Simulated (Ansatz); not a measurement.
## A series of runs on HfSiSe (P4/nmm, 6 atoms in the cell)

```
CELL_PARAMETERS angstrom
      3.71821     0.00000     0.00000
      0.00000     3.71821     0.00000
      0.00000     0.00000     8.52218
ATOMIC_POSITIONS crystal
  Hf 0.00000 0.50000 0.25900
  Hf 0.50000 0.00000 0.74100
  Si 0.00000 0.00000 0.00000
  Si 0.50000 0.50000 0.00000
  Se 0.00000 0.50000 0.61500
  Se 0.50000 0.00000 0.38500
```

Base run A: r2SCAN, default PAW files made with PBE (Ansatz, a first-principles code), self-consistent single point.

Its settings: kpoints.mp_grid.grid = 7 7 3; hamiltonian.xc = r2scan; hamiltonian.pseudopotentials = {kind: paw} (the program's default PAW files); scf.occupations.method = cold; scf.occupations.width = 0.272 eV.

The starting cell comes from a database of published, mostly measured structures (it also holds non-ambient and calculated ones), without a prior relaxation at this level. Its lattice was rescaled by a random factor within 2.5 % of one. In the base run, with a pressure of about -10 GPa the cell is away from its equilibrium volume at this level. Ansatz's pressure includes its estimate of the finite-basis (Pulay) stress.

Run A gave: pressure (GPa) -9.69; largest force (eV/Å) 0.664.

Runs:
- B: hamiltonian.xc: r2scan → lda [LDA (PW92)]
- C: hamiltonian.xc: r2scan → pbesol [PBEsol]
- D: hamiltonian.xc: r2scan → blyp [BLYP]

Q: What does run B change against A?

A: The pressure goes from -9.69 to -14.48 GPa and the largest force goes from 0.664 to 0.549 eV/Å.

Q: What does run D change against A?

A: The pressure goes from -9.69 to -2.70 GPa and the largest force goes from 0.664 to 0.591 eV/Å.

Q: What does run C change against A?

A: The pressure goes from -9.69 to -12.09 GPa and the largest force goes from 0.664 to 0.495 eV/Å.

```tsv
run	pressure (GPa)	largest force (eV/Å)
A	-9.69	0.664
B	-14.48	0.549
C	-12.09	0.495
D	-2.70	0.591
```

Left out of this page: 2 runs of the series held back from this collection.

Keys are those of Ansatz 0.2.
